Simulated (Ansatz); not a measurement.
Defect: interstitial Zn in bixbyite In2O3, charge state +2. Level of theory: PBE, PAW (plane waves to 420 eV; Ansatz, a program for electronic structure).

Settings: 80 host sites, the relaxed PBE lattice, a 2×2×2 k-point mesh shifted by half a step, smearing 0.01 eV, spin-restricted, no image-charge correction. Static, classical nuclei. The charge state is imposed; whether it is stable for some Fermi level was not computed. Sites that were not tried may lie lower.

Relaxed starting cell (atoms counted from 1):

```yaml
crystal:
  lattice:
    - [10.28967, 0.00000, 0.00000]
    - [0.00000, 10.28967, 0.00000]
    - [0.00000, 0.00000, 10.28967]
  atoms:
    - { symbol: In, position: [0.74840, 0.24861, 0.24929] }
    - { symbol: In, position: [0.25072, 0.25093, 0.24927] }
    - { symbol: In, position: [0.25352, 0.74969, 0.24895] }
    - { symbol: In, position: [0.25315, 0.25050, 0.75074] }
    - { symbol: In, position: [0.99957, 0.24976, 0.46219] }
    - { symbol: In, position: [0.03365, 0.49559, 0.24885] }
    - { symbol: In, position: [0.46535, 0.49658, 0.75092] }
    - { symbol: In, position: [0.25110, 0.03534, 0.49777] }
    - { symbol: In, position: [0.74801, 0.46421, 0.49777] }
    - { symbol: In, position: [0.99955, 0.74978, 0.05141] }
    - { symbol: In, position: [0.03570, 0.01714, 0.74475] }
    - { symbol: In, position: [0.25008, 0.46772, 0.99922] }
    - { symbol: In, position: [0.46568, 0.00175, 0.24960] }
    - { symbol: In, position: [0.74901, 0.03186, 0.99923] }
    - { symbol: In, position: [0.49956, 0.24979, 0.03428] }
    - { symbol: In, position: [0.49955, 0.74977, 0.46131] }
    - { symbol: O, position: [0.34632, 0.61981, 0.88768] }
    - { symbol: O, position: [0.11073, 0.34554, 0.11626] }
    - { symbol: O, position: [0.88837, 0.15403, 0.11626] }
    - { symbol: O, position: [0.60972, 0.15369, 0.88305] }
    - { symbol: O, position: [0.38942, 0.34588, 0.88305] }
    - { symbol: O, position: [0.11745, 0.11111, 0.34460] }
    - { symbol: O, position: [0.88168, 0.38842, 0.34462] }
    - { symbol: O, position: [0.34453, 0.38358, 0.61021] }
    - { symbol: O, position: [0.11313, 0.16013, 0.61439] }
    - { symbol: O, position: [0.38163, 0.39052, 0.15341] }
    - { symbol: O, position: [0.60952, 0.34465, 0.38180] }
    - { symbol: O, position: [0.88604, 0.33941, 0.61439] }
    - { symbol: O, position: [0.38960, 0.15491, 0.38180] }
    - { symbol: O, position: [0.61748, 0.10905, 0.15341] }
    - { symbol: O, position: [0.38318, 0.60962, 0.34371] }
    - { symbol: O, position: [0.61593, 0.88994, 0.34371] }
    - { symbol: O, position: [0.15454, 0.38259, 0.38935] }
    - { symbol: O, position: [0.15344, 0.88461, 0.61193] }
    - { symbol: O, position: [0.11858, 0.89109, 0.15769] }
    - { symbol: O, position: [0.88054, 0.60847, 0.15771] }
    - { symbol: O, position: [0.34540, 0.11894, 0.11065] }
    - { symbol: O, position: [0.34463, 0.88203, 0.38978] }
    - { symbol: O, position: [0.15507, 0.11722, 0.88966] }
    - { symbol: O, position: [0.15484, 0.61706, 0.11290] }
    - { symbol: In, position: [0.26843, 0.75738, 0.74374] }
    - { symbol: In, position: [0.73063, 0.74216, 0.74371] }
    - { symbol: In, position: [0.74599, 0.24905, 0.75072] }
    - { symbol: In, position: [0.74559, 0.74987, 0.24896] }
    - { symbol: In, position: [0.49955, 0.74978, 0.96945] }
    - { symbol: In, position: [0.53376, 0.00299, 0.75094] }
    - { symbol: In, position: [0.96546, 0.00396, 0.24882] }
    - { symbol: In, position: [0.74852, 0.53055, 0.00300] }
    - { symbol: In, position: [0.25062, 0.96900, 0.00299] }
    - { symbol: In, position: [0.49957, 0.24977, 0.53262] }
    - { symbol: In, position: [0.53343, 0.49782, 0.24959] }
    - { symbol: In, position: [0.74494, 0.96786, 0.49608] }
    - { symbol: In, position: [0.96344, 0.48243, 0.74475] }
    - { symbol: In, position: [0.25419, 0.53166, 0.49607] }
    - { symbol: In, position: [0.99956, 0.74979, 0.51620] }
    - { symbol: In, position: [0.99954, 0.24979, 0.96811] }
    - { symbol: O, position: [0.84460, 0.11695, 0.38936] }
    - { symbol: O, position: [0.60760, 0.84717, 0.61390] }
    - { symbol: O, position: [0.39148, 0.65239, 0.61391] }
    - { symbol: O, position: [0.11397, 0.65072, 0.38231] }
    - { symbol: O, position: [0.88515, 0.84883, 0.38228] }
    - { symbol: O, position: [0.61615, 0.60520, 0.84817] }
    - { symbol: O, position: [0.38296, 0.89433, 0.84818] }
    - { symbol: O, position: [0.84425, 0.88250, 0.11289] }
    - { symbol: O, position: [0.60963, 0.65278, 0.11758] }
    - { symbol: O, position: [0.88889, 0.87816, 0.66593] }
    - { symbol: O, position: [0.10956, 0.84454, 0.88732] }
    - { symbol: O, position: [0.38949, 0.84677, 0.11759] }
    - { symbol: O, position: [0.88951, 0.65507, 0.88736] }
    - { symbol: O, position: [0.11019, 0.62137, 0.66595] }
    - { symbol: O, position: [0.88147, 0.11199, 0.84433] }
    - { symbol: O, position: [0.11767, 0.38756, 0.84434] }
    - { symbol: O, position: [0.65277, 0.87973, 0.88768] }
    - { symbol: O, position: [0.65374, 0.38062, 0.11066] }
    - { symbol: O, position: [0.61658, 0.38870, 0.65382] }
    - { symbol: O, position: [0.38255, 0.11084, 0.65382] }
    - { symbol: O, position: [0.84566, 0.61491, 0.61195] }
    - { symbol: O, position: [0.84406, 0.38234, 0.88963] }
    - { symbol: O, position: [0.65448, 0.61752, 0.38978] }
    - { symbol: O, position: [0.65460, 0.11596, 0.61021] }
    - { symbol: Zn, position: [0.99954, 0.74977, 0.77079] }
```
Cell charge +2.

End state 1 differs by these moves (Å; atoms that move under 0.08 Å are left out):

| atom | element | Δx | Δy | Δz |
|---|---|---|---|---|
| 10 | In | -0.12 | 0.11 | -0.05 |
| 11 | In | -0.04 | -0.15 | 0.04 |
| 12 | In | 0.11 | -0.14 | 0.13 |
| 17 | O | -0.11 | -0.01 | -0.05 |
| 26 | O | 0.05 | -0.07 | 0.07 |
| 34 | O | -0.01 | 0.04 | -0.08 |
| 40 | O | -0.03 | 0.00 | -0.16 |
| 41 | In | 0.10 | 0.22 | -0.23 |
| 42 | In | 0.21 | 0.07 | 0.07 |
| 53 | In | -0.10 | 0.06 | -0.06 |
| 55 | In | -0.01 | -0.01 | 0.18 |
| 66 | O | -0.05 | 0.09 | -0.10 |
| 67 | O | 0.07 | -0.09 | -0.07 |
| 69 | O | 0.13 | -0.03 | -0.05 |
| 70 | O | 0.09 | -0.05 | -0.02 |
| 72 | O | -0.01 | 0.15 | 0.03 |
| 81 | Zn | 1.36 | -1.21 | 1.00 |

Q: Predict the forward and backward barriers to end state 1 from PBE, PAW.

A: forward 0.28 eV, backward 0.21 eV; at the saddle point atom 81 has neighbours O at 1.88, O at 1.89, O at 1.94 Å. The saddle point's order was not checked.
